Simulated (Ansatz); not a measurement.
The starting structures come from a database of crystals and need not be the phases stable at ambient conditions.

By PBEsol, the system below comes out a metal.

The ballistic (Sharvin) conductance counts the channels at the Fermi level: G/A = (e²/h) × channels of both spins per area.

Input:

```
Ti5Si3
1.0
    5.11502     0.00000     0.00000
    0.00000     7.44708     0.00000
    0.00000    -3.72354     6.44936
Ti Si
10 6
Direct
  0.00000   0.66667   0.33333
  0.00000   0.33333   0.66667
  0.50000   0.33333   0.66667
  0.50000   0.66667   0.33333
  0.75000   0.00000   0.25033
  0.25000   0.00000   0.74967
  0.25000   0.25033   0.25033
  0.75000   0.74967   0.74967
  0.75000   0.25033   0.00000
  0.25000   0.74967   0.00000
  0.75000   0.00000   0.60784
  0.25000   0.00000   0.39216
  0.25000   0.60784   0.60784
  0.75000   0.39216   0.39216
  0.75000   0.60784   0.00000
  0.25000   0.39216   0.00000
```

Space group of this cell: P6_3/mcm. The cell is taken as given; by PBEsol its mean pressure is -3.0 GPa.

The current flows along the normal of the first two printed cell vectors, the (100) plane of the conventional cell. No spin-orbit coupling; the value is a mean over 0.1 eV about the Fermi level.

Task: Predict the ballistic conductance per area from PBEsol (Ansatz, a quantum-chemistry and plane-wave program).

Result: 0.29 × 10¹⁵ S/m² for both spins.
